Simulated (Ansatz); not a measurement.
Base system: Si in the diamond structure (space group Fd-3m, No. 227; a = 5.434 Å). Axes: x, y, z lie along the cube axes.

Levels (all Ansatz, a program for electronic structure, PAW): PBEsol (420 eV, no spin-orbit coupling); HSE06 (420 eV, no spin-orbit coupling).

Its gap is 0.47 eV with PBEsol and 1.13 eV with HSE06.

Now apply this change: biaxial strain −2.62 %, plane normal [001], relaxed out of plane (Cartesian); in-plane vectors clamped, the third vector and the atoms free.

With PBEsol the gap becomes 0.15 eV.

Problem. If the HSE06 correction stayed the same, what would the HSE06 gap be, and what does the HSE06 run give?

Solution. A rigid correction of +0.66 eV gives 0.81 eV. The HSE06 run gives 0.80 eV, so the two effects roughly add.

Single points use the geometry relaxed with PBEsol. HSE06 was sampled on its mesh, a few special points and the semilocal edge points, so its gap is an upper bound. Stability against distortions was not tested. The zero or small gap of Si under biaxial strain −2.62 %, plane normal [001], relaxed out of plane can change with the level of theory.
